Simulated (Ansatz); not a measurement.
We look at the energy of the reaction as written. Reaction: 1/3 cell B + 2/3 cell C → cell A. Negative: the products are lower in energy.

Cell A: a slab of Cu (fcc, Fm-3m) cut along (111), 16 atoms, oblique cell of 5.13 × 2.57 Å (11.4 Å²), symmetry P-1 within 0.02 Å, 16.6 Å thick under 15 Å of vacuum, in-plane vectors held at the crystal's; planes from bottom to top: Cl | Cu2 × 7 | Cl; added, foreign or displaced atoms, above the top plane and below the bottom plane: two times Cl bound to 3 Cu at 2.36–2.61 Å; spin state with PBE: run without spin, k-point mesh 10×21×1.
```
Cu7Cl
1.0
    5.13338     0.00000     0.00000
    1.28335     2.22282     0.00000
    0.00000     0.00000    31.91269
Cu Cl
14 2
Direct
  0.00642   0.99409   0.30303
  0.49986   0.00011   0.30478
  0.16783   0.33257   0.36771
  0.66855   0.33163   0.36942
  0.83525   0.66474   0.43441
  0.33291   0.66711   0.43423
  0.00000   0.00000   0.50000
  0.50000   0.00000   0.50000
  0.16475   0.33526   0.56559
  0.66709   0.33289   0.56577
  0.83217   0.66743   0.63229
  0.33145   0.66837   0.63058
  0.99358   0.00591   0.69697
  0.50014   0.99989   0.69522
  0.23645   0.26663   0.75953
  0.76355   0.73337   0.24047
```

Cell B: a slab of Cu (fcc, Fm-3m) cut along (111), 30 atoms, hexagonal cell of 5.13 Å (22.8 Å²), symmetry P-3m1 within 0.02 Å, 16.3 Å thick under 16 Å of vacuum, in-plane vectors held at the crystal's; planes from bottom to top: Cl | Cu4 × 7 | Cl; added, foreign or displaced atoms, above the top plane and below the bottom plane: two times Cl bound to 3 Cu at 2.39 Å; spin state with PBE: run without spin, k-point mesh 10×10×1.
```
CELL_PARAMETERS angstrom
      5.13338     0.00000     0.00000
      2.56669     4.44564     0.00000
      0.00000     0.00000    31.91269
ATOMIC_POSITIONS crystal
  Cu 0.00194 0.00194 0.30281
  Cu 0.49612 0.00194 0.30281
  Cu 0.00194 0.49612 0.30281
  Cu 0.50000 0.50000 0.30700
  Cu 0.16667 0.16667 0.36664
  Cu 0.66781 0.16437 0.36936
  Cu 0.16437 0.66781 0.36936
  Cu 0.66781 0.66781 0.36936
  Cu 0.83473 0.33264 0.43425
  Cu 0.33264 0.33264 0.43425
  Cu 0.83333 0.83333 0.43463
  Cu 0.33264 0.83473 0.43425
  Cu 0.00000 0.00000 0.50000
  Cu 0.50000 0.00000 0.50000
  Cu 0.00000 0.50000 0.50000
  Cu 0.50000 0.50000 0.50000
  Cu 0.16667 0.16667 0.56537
  Cu 0.66736 0.16527 0.56575
  Cu 0.16527 0.66736 0.56575
  Cu 0.66736 0.66736 0.56575
  Cu 0.83563 0.33219 0.63064
  Cu 0.33219 0.33219 0.63064
  Cu 0.83333 0.83333 0.63336
  Cu 0.33219 0.83563 0.63064
  Cu 0.99806 0.99806 0.69719
  Cu 0.50388 0.99806 0.69719
  Cu 0.99806 0.50388 0.69719
  Cu 0.50000 0.50000 0.69300
  Cl 0.16667 0.16667 0.75560
  Cl 0.83333 0.83333 0.24440
```

Cell C: a slab of Cu (fcc, Fm-3m) cut along (111), 9 atoms, hexagonal cell of 2.57 Å (5.7 Å²), symmetry P-3m1 within 0.02 Å, 17.4 Å thick under 15 Å of vacuum, in-plane vectors held at the crystal's; planes from bottom to top: Cl | Cu × 7 | Cl; added, foreign or displaced atoms, above the top plane and below the bottom plane: two times Cl bound to 3 Cu at 2.87 Å; spin state with PBE: run without spin, k-point mesh 21×21×1.
```yaml
crystal:
  lattice:
    - [2.56669, 0.00000, 0.00000]
    - [1.28335, 2.22282, 0.00000]
    - [0.00000, 0.00000, 31.91269]
  atoms:
    - { symbol: Cu, position: [0.00000, 0.00000, 0.30416] }
    - { symbol: Cu, position: [0.33333, 0.33333, 0.36868] }
    - { symbol: Cu, position: [0.66667, 0.66667, 0.43429] }
    - { symbol: Cu, position: [0.00000, 0.00000, 0.50000] }
    - { symbol: Cu, position: [0.33333, 0.33333, 0.56571] }
    - { symbol: Cu, position: [0.66667, 0.66667, 0.63132] }
    - { symbol: Cu, position: [0.00000, 0.00000, 0.69584] }
    - { symbol: Cl, position: [0.33333, 0.33333, 0.77273] }
    - { symbol: Cl, position: [0.66667, 0.66667, 0.22727] }
```

Plane-wave PAW calculations with Ansatz (a quantum-chemistry and plane-wave program), its default PAW set, cutoff 420 eV, 500 eV for r2SCAN. The structures are at rest with PBE, within the held lattices; other levels are single points on them. Neutral cells; Fermi-Dirac smearing of at most 0.10 eV in the solids, energies taken to zero width. The lattices are those relaxed with PBE, so at other levels the solids can be strained, which adds to the spread. Larger cells are relaxed from a start prepared with the learned potential CHGNet till forces fall under 0.03 eV/Å, which some starts already meet. A dispersion term (D3(BJ), or D4 for r2SCAN) was computed beside these levels and is taken off wherever the name lacks it. The PAW files were made for PBE and serve at the other functionals too. Space groups of crystals are read within 0.01 Å. No zero-point or thermal terms. Cells are local rest points, mostly with their start's symmetry. No Hubbard U is applied. Values are for these cell sizes. The cells' k-point meshes differ in density, so the last digit is unsettled. Cell B has symmetry P-3m1 within 0.02 Å and got no random move, so less symmetric positions, which may lie lower, weren't tried. Cell C has symmetry P-3m1 within 0.02 Å and got no random move, so less symmetric positions, which may lie lower, weren't tried.

Question: Give the value at the level r2SCAN.

Answer: -1.35 eV, for 1/3 cell B + 2/3 cell C → cell A.

Question: What do the other levels give, and how wide is the spread?

Answer: 
```tsv
Method	value (eV)	less r2SCAN
PBE	-1.22	0.13
```

The levels shown span 0.13 eV, from r2SCAN (-1.35) to PBE (-1.22).
